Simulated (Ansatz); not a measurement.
Input of the mobility step, PBE, finite-displacement electron-phonon coupling, linearised Boltzmann equation (Ansatz, an electronic-structure program), Si (Fd-3m). Condition of this run: k mesh 12x12x12.

Ansatz 0.2 input:
```
crystal:
  lattice:
    - [0.0, 2.7350983566, 2.7350983566]
    - [2.7350983566, 0.0, 2.7350983566]
    - [2.7350983566, 2.7350983566, 0.0]
  atoms:
    - { symbol: Si, position: [0.0, 0.0, 0.0] }
    - { symbol: Si, position: [0.25, 0.25, 0.25] }
kpoints:
  mp_grid: { grid: [12, 12, 12] }
hamiltonian:
  xc: pbe
  pseudopotentials: { kind: paw }
scf:
  occupations: { method: fixed }
phonons:
  supercell: [4, 4, 4]
  carrier_mobility: { temperatures: [150, 200, 250, 300, 350, 400, 500, 600] }
```

An excerpt of its output:

```
--- Carrier mobility (electrons): potentials and phonons of a 4×4×4 supercell ---
  scattering by the run's harmonic phonons alone; scattering by impurities, by other carriers and their screening is left out, and so is spin–orbit coupling
  band edge at 6.6121 eV
  valley at (0.0000 0.4200 0.4200), 6 points alike, 0.00 meV above the edge
  a displaced site's charge and quadrupole, each over the dielectric constant: up to 0.000 e and 0.552 e·Å; the charges' sum missed by 0.097 e
  the run chose the mesh 100×100×100 (1.5 steps from a valley's bottom to the thermal energy of 150 K, as the couplings on a denser one leave too little of the memory); type phonons.carrier_mobility.mesh for another
  mobility, cm²/(V·s), of a tensor a third of its trace; what the velocities' spread within the cells of the mesh adds; mean energy transported, in kT; Lorenz number, in (k/e)²:
           mesh  steps/k_T     T (K)         cm⁻³     solution         MRTA        SERTA  in cells    energy    Lorenz
    100×100×100       1.51    150.00          few     6.4673e3     6.4387e3     6.1636e3    7.32 %     1.804     1.338
    100×100×100       1.74    200.00          few     3.4153e3     3.4041e3     3.2766e3    5.59 %     1.727     1.219
    100×100×100       1.95    250.00          few     2.0421e3     2.0370e3     1.9702e3    4.61 %     1.675     1.210
    100×100×100       2.13    300.00          few     1.3390e3     1.3364e3     1.2974e3    3.96 %     1.644     1.239
    100×100×100       2.30    350.00          few     9.3885e2     9.3735e2     9.1265e2    3.49 %     1.624     1.279
    100×100×100       2.46    400.00          few     6.9169e2     6.9077e2     6.7411e2    3.15 %     1.612     1.320
    100×100×100       2.75    500.00          few     4.1674e2     4.1633e2     4.0769e2    2.65 %     1.601     1.400
    100×100×100       3.02    600.00          few     2.7637e2     2.7615e2     2.7111e2    2.31 %     1.602     1.478
       50×50×50       0.75    150.00          few     6.8086e3     6.7793e3     6.6741e3   28.90 %     1.745     1.342
       50×50×50       0.87    200.00          few     3.5012e3     3.4896e3     3.4350e3   22.36 %     1.698     1.225
       50×50×50       0.97    250.00          few     2.0705e3     2.0653e3     2.0345e3   18.53 %     1.659     1.216
       50×50×50       1.07    300.00          few     1.3510e3     1.3483e3     1.3293e3   15.96 %     1.634     1.246
       50×50×50       1.15    350.00          few     9.4501e2     9.4351e2     9.3087e2   14.11 %     1.618     1.285
       50×50×50       1.23    400.00          few     6.9533e2     6.9441e2     6.8556e2   12.69 %     1.608     1.325
       50×50×50       1.38    500.00          few     4.1849e2     4.1807e2     4.1323e2   10.68 %     1.600     1.404
       50×50×50       1.51    600.00          few     2.7747e2     2.7725e2     2.7431e2    9.31 %     1.602     1.480
  SERTA leaves out what is scattered into a state
  not converged in the mesh: from the mesh of half the divisions the mobility moves by up to 5.28 %; 7.3 % of it stand in the velocities' spread within the cells; MRTA moves by up to 5.29 %
  the changes of the potential over all sites missed a rigid shift's by 0.01 % (the site terms' by 0.08 %)
  the long waves of the potentials, up to 0.497 1/Å, are read off 3 elongated supercells
  the phonons are corrected at the wavevectors of the elongated supercells: the repeat alone misses a frequency there by up to 8.16 %, and what leaves one of them out by up to 5.04 %
```

Scattering by harmonic phonons alone: no impurities, screening or carrier-carrier scattering, bands fixed at 0 K. From a coarser fine mesh the values given move by up to 5 %. The mesh was bound by memory.
